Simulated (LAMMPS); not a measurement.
System: Si (diamond structure), 1728 atoms, at 760 K and 0 GPa, heated as the crystal.

Method: classical MD, pair style tersoff, file SiC_Erhart-Albe.tersoff; code LAMMPS.

Starting crystal:

Space group Fd-3m, origin choice 1 (No. 227); a = b = c = 5.4310 Å, α = β = γ = 90.00°

| atom | site | symmetry | x | y | z |
|---|---|---|---|---|---|
| Si | 8b | -43m | 0.5000 | 0.5000 | 0.5000 |

Question: Estimate the most common Si-Si-Si angle, the density, the mean frequency of the velocity spectrum for this model.

Answer: most common Si-Si-Si angle: in the 3° bin centred on 109.5° (mean of all 109°); density: 2.2975 ± 0.0001 g/cm³; mean frequency of the velocity spectrum: 11.5 THz.
